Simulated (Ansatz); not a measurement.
Si (model structure, started from the Ge type, P4₃2₁2, No. 96, 12 atoms in the cell), treated with r²SCAN in Ansatz (PAW).

Numerical settings: plane-wave cutoff 560 eV, 6×6×6 k mesh, Fermi–Dirac smearing 0.01 eV, scalar-relativistic PAW data made under PBE.

Cell (relaxed at this level):

Space group P4₃2₁2 (No. 96); a = 5.670 Å, b = 5.670 Å, c = 6.851 Å, α = 90.00°, β = 90.00°, γ = 90.00°

```
atom  site  symmetry       x       y       z
----  ----  --------  ------  ------  ------
Si      4a       ..2  0.0793  0.0793  0.0000
Si      8b         1  0.1647  0.3734  0.2362
```

Question: Predict the band gap.

Answer: 
band gap: 1.43 eV (on the SCF k mesh)

Note: the relaxation could raise the start's symmetry but not lower it, so the cell can be a saddle point.

Computed values are for the static lattice.

It cost around 5 core-minutes (rough) of CPU time.

A model structure was made by putting elements into a prototype or built by hand; it is no filed structure, need not be a known phase, and can be a saddle point held by its symmetry.

Ansatz is an electronic-structure program.
